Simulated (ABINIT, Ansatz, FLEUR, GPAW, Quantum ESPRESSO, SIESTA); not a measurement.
**Mo2N (R-3m, 3 atoms in the cell) computed with different codes at matched settings**

Self-consistent single point.

```
Mo2N
1.0
    1.41485     0.81686     4.91206
   -1.41485     0.81686     4.91206
    0.00000    -1.63372     4.91206
Mo N
2 1
Direct
  0.24289   0.24289   0.24289
  0.75711   0.75711   0.75711
  0.00000   0.00000   0.00000
```

All programs got the same cell, k-point mesh and kind of occupations (in Ansatz's words: kpoints.mp_grid.grid = 11 11 11; scf.occupations.method = fermi_dirac; scf.occupations.width = 0.1 eV); potentials, basis and cutoffs are each program's usual ones.

| code | model | pressure (GPa) | largest force (eV/Å) | k-points | cutoff |
|---|---|---|---|---|---|
| ABINIT | PBEsol, norm-conserving pseudopotentials (PseudoDojo nc-sr-04 PBEsol standard) | 12.57 | 0.035 | 146 | 42 Ha |
| GPAW | PBEsol, GPAW PAW datasets PBEsol (made by gpaw-setup) | – | 0.009 | 146 | 950 eV |
| FLEUR | PBEsol, all-electron FLAPW (FLEUR), scalar-relativistic valence | – | 0.040 | 146 | Kmax 4.5 1/bohr |
| SIESTA | GGA PBEsol, numerical atomic orbitals DZP, PseudoDojo PBEsol standard norm-conserving potentials (rewritten from UPF to PSML) | 16.51 | 0.359 | 666 | grid 350 Ry |
| Ansatz | PBEsol, PAW files made with PBE | 11.85 | 0.001 | 146 | 420 eV |
| Quantum ESPRESSO | PBEsol, GBRV 1.5 ultrasoft (PBESOL) pseudopotentials | 11.38 | 0.004 | 146 | 40 Ry |

A dash marks a value that a program does not give, or that is left out as unsure.

The spread over the programs that give each value: pressure within 5.13 GPa; largest force within 0.358 eV/Å.

The starting cell comes from a database of computed structures (which also holds hypothetical and non-ambient phases and stackings), without a prior relaxation at this level. Its lattice was rescaled by a random factor within 2.5 % of one. On Ansatz's run: Spin polarisation is off; with an odd number of electrons in the cell that forces a metal, and a magnetic state may lie lower. In the base run, with a pressure of about 12 GPa the cell is away from its equilibrium volume at this level.

Task: Why do the programs differ, and what cannot be compared?

Result: Differences of this kind can come from the potentials, where these differ, and from what each basis and cutoff leave unconverged. The zero of total energies and Fermi levels follows the potentials and each program's conventions, so they are not compared here. SIESTA uses small atom-centred bases, whose incompleteness enters pressures, forces and empty levels differently from a plane-wave cutoff. FLEUR treats all electrons, but the usual bases taken here (sphere radii, linearisation, local orbitals, empty states) were not tested for convergence, so the values are no reference for the others. Ansatz's pressure is given at a fixed set of plane waves, as the other plane-wave codes print theirs; with its correction for the finite basis it is 12.02 GPa. The pressure of GPAW is left out: its cutoff lies under the one at which its stress was checked. The programs reduce the same mesh by symmetry to different extents, which changes the work and not the result. In the pressure, SIESTA (by 4.66) lies more than 1 GPa from the median of the plane-wave programs. In the force vectors, SIESTA (by 0.362) lies more than 0.08 eV/Å from the median of the plane-wave programs.

Left out of this page: Elk (not drawn, or without a comparable value).

Ansatz is a first-principles code.

Keys are those of Ansatz 0.2.
